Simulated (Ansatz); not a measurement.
Take LiCl in the rock salt structure (space group Fm-3m, No. 225; a = 5.150 Å) as the base.

Calculations: Ansatz (a program for electronic structure), PBE, PAW, cutoff 420 eV, no SOC.

For the base:

The lattice parameter a is 5.150 Å and the valley order is Γ 6.26 eV; L along ⟨111⟩ 6.73 eV; X along ⟨100⟩ 7.80 eV.

One thing is altered: cell and atoms relaxed at a pressure of 1.5 GPa.

Q: Predict the new lattice parameter a.

A: The lattice parameter a falls by 0.0736 Å (5.150 Å → 5.077 Å).

Q: Estimate the effect on the valley order.

A: The valley order (the lowest conduction-band minima on the path, energy above the VBM, named in the base's zone) becomes Γ 6.51 eV; L along ⟨111⟩ 6.77 eV; X along ⟨100⟩ 7.89 eV (base: Γ 6.26 eV; L along ⟨111⟩ 6.73 eV; X along ⟨100⟩ 7.80 eV).

The levels and masses belong to the bands next to the band gap. Load acts through the strain it causes; cell and atoms are relaxed under it. Stability against distortions was not tested.
